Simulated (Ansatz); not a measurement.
TiO2: pressure series

The reference is TiO₂ in the rutile structure (space group P4_2/mnm, No. 136; a = 4.597 Å, c = 2.954 Å).

Cell and atoms are relaxed at each pressure.

Level of theory: r2SCAN (Ansatz, an electronic-structure program, PAW, no spin-orbit coupling), earlier PAW set.

| P (GPa) | V (Å³/atom) |
|---|---|
| -2.00 | 10.500 |
| -1.00 | 10.453 |
| 0.30 | 10.393 |
| 0.70 | 10.375 |
| 1.50 | 10.340 |
| 3.00 | 10.276 |
| 5.00 | 10.194 |
| 7.51 | 10.097 |
| 10.01 | 10.005 |

Task: Fit a third-order Birch–Murnaghan equation of state.

Result: Least squares on P(V) = (3B₀/2)[(V₀/V)^(7/3) − (V₀/V)^(5/3)]·[1 + (3/4)(B₀′ − 4)((V₀/V)^(2/3) − 1)] gives V₀ = 10.41 Å³/atom, B₀ = 230 GPa and B₀′ = 5.0.

Between the base and pressure 10 GPa the gap moves from 2.22 eV to 2.28 eV, a mean slope of 5.3 meV/GPa.

Load acts through the strain it causes; cell and atoms are relaxed under it. No phonon test of stability was made. Competing high-pressure phases were not computed. All final runs are without spin polarisation.
